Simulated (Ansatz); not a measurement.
Take NiSi2 (space group Fm-3m, No. 225; not spin-polarised; relaxed with 0.1 eV smearing) as the base.

```xyz
3
Lattice="0.0000 2.6943 2.6943 2.6943 0.0000 2.6943 2.6943 2.6943 0.0000" Properties=species:S:1:pos:R:3 pbc="T T T"
Ni     0.0000     0.0000     0.0000
Si     1.3472     1.3472     1.3472
Si     4.0415     4.0415     4.0415
```

Cartesian axes are those of the cell as printed.

Calculations: r2SCAN in Ansatz (plane waves to 500 eV, PAW, spin-orbit coupling left out), earlier PAW set.

Strains are applied to the cell and any free atomic positions relax; under biaxial strain the out-of-plane vector relaxes too.

One change was made to it. Results:

```csv
quantity,base,after
pressure,0.0 GPa,-11.4 GPa
energy relative to the base (free energy F),0 meV/atom,+45 meV/atom
```

Which of these changes matches the shifts?
A) isotropic strain +2.91 %
B) isotropic strain +1.00 %
C) tensor shear ε_xz = +1.60 %
D) uniaxial strain ε_yy = +0.75 %
E) biaxial strain −0.86 %, plane normal [111], relaxed out of plane

A, isotropic strain +2.91 %. For comparison, the energy relative to the base in the other runs: biaxial strain −0.86 %, plane normal [111], relaxed out of plane gives +1.9 meV/atom; uniaxial strain ε_yy = +0.75 % gives +0.5 meV/atom; isotropic strain +1.00 % gives +5.7 meV/atom; tensor shear ε_xz = +1.60 % gives +3.8 meV/atom.

No phonon test of stability was made. Starting moments died away, wholly or in part, for the base; another magnetic solution may exist. All final runs are without spin polarisation.

Ansatz is a program for electronic structure.
